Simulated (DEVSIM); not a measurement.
Structure: isotype n-n heterojunction Al0.4Ga0.6As/GaAs, at 300 K.

Layer 1 from the left is Al0.4Ga0.6As, thickness (μm) 0.300, Nd (cm⁻³) 9.9e16, τn (s) 1.3e-8, τp (s) 1.3e-8. Layer 2 from the left is GaAs, thickness (μm) 0.180, Nd (cm⁻³) 4.7e15, τn (s) 1.3e-8, τp (s) 1.3e-8.

Left contact: ohmic. Right contact: ohmic. Voltage is applied to the left contact. Recombination: SRH at mid-gap, Auger. Mobility is constant in doping.

Constants are typed, rounded textbook-type inputs, not results; the design itself was drawn at random and stands for no fabricated device. Values at 300 K.

Al0.4Ga0.6As: gap (eV) 1.9228, affinity (eV) 3.754, permittivity 11.76, Nc (cm⁻³) 7.93e17, Nv (cm⁻³) 9e18, μn (cm²/Vs) 3220, μp (cm²/Vs) 158, Cn (cm⁶/s) 1e-30, Cp (cm⁶/s) 1e-30. GaAs: gap (eV) 1.424, affinity (eV) 4.07, permittivity 12.9, Nc (cm⁻³) 4.7e17, Nv (cm⁻³) 9e18, μn (cm²/Vs) 8500, μp (cm²/Vs) 400, Cn (cm⁶/s) 1e-30, Cp (cm⁶/s) 1e-30.

Model (solved in DEVSIM): 1D drift-diffusion, Boltzmann statistics, complete ionisation; no tunnelling, impact ionisation, image-force lowering or self-heating. Band offsets follow the typed affinities; no thermionic-emission limit at abrupt steps, no polarisation charge.

Task: What does the simulation give for the potential step across the device at zero bias?

Result: potential step across the device at zero bias 0.381 V.
